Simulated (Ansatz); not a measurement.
## B4C (space group R-3m, No. 166; a cell from a computed database, its experimental status unchecked)

```
B4C
1.0
    2.80840     1.62143     4.02003
   -2.80840     1.62143     4.02003
    0.00000    -3.24286     4.02003
B C
12 3
Cartesian
 -1.39554  -0.80572   7.72475
  1.39554   0.80572   4.33535
  1.39554  -0.80572   7.72475
 -1.39554   0.80572   4.33535
  0.00000   1.61143   7.72475
  0.00000  -1.61143   4.33535
 -0.90914  -0.52489  10.68717
  0.90914   0.52489   1.37293
  0.90914  -0.52489  10.68717
 -0.90914   0.52489   1.37293
  0.00000   1.04978  10.68717
  0.00000  -1.04978   1.37293
  0.00000   0.00000   7.36121
  0.00000   0.00000   4.69890
  0.00000   0.00000   6.03005
```

Level of theory: Ansatz (a program for electronic structure) PBEsol, scalar-relativistic without spin-orbit coupling. k-mesh 6×6×6 (Γ-centred); smearing 0.05 eV (Fermi–Dirac).

```yaml
volume_per_atom: 7.32 Å³
density: 2.51 g/cm³
band_gap: "1.47 eV (uncertain: the edges found on the path are not clean extrema)"
total_energy: -171.502 eV/atom (σ→0; compares only within this code and set-up)
```

Stability against distortions was not tested.
